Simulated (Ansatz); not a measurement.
TiO2: response to strain

Start from TiO2 in the rutile structure (space group P4_2/mnm, No. 136; a = 4.643 Å, c = 2.964 Å). Axes: x, y, z lie along a, b, c of the conventional cell.

Strains are applied to the cell and any free atomic positions relax.

Calculations: PBE (Ansatz, a program for electronic structure, PAW, scalar-relativistic without spin-orbit coupling).

Notes on the quantities. energy relative to the base: free energy F.

| uniaxial strain ε_zz (%) | energy relative to the base (meV/atom) |
|---|---|
| -3 | 15.1 |
| -2.4 | ? |
| -1.2 | 2.3 |
| -0.6 | 0.6 |
| 0 | 0.0 |

**Question.** Fit ΔE = Aε² + Bε³ (ε in %) to the rows shown and predict the withheld row.

**Answer.** Least squares on the printed values gives A = 1.56 and B = -0.041 meV/atom (largest residual 0.0 meV/atom); this predicts 9.5 meV/atom, and the run gives 9.5 meV/atom, in agreement.

Stability against distortions was not tested. The final runs are not spin-polarised.
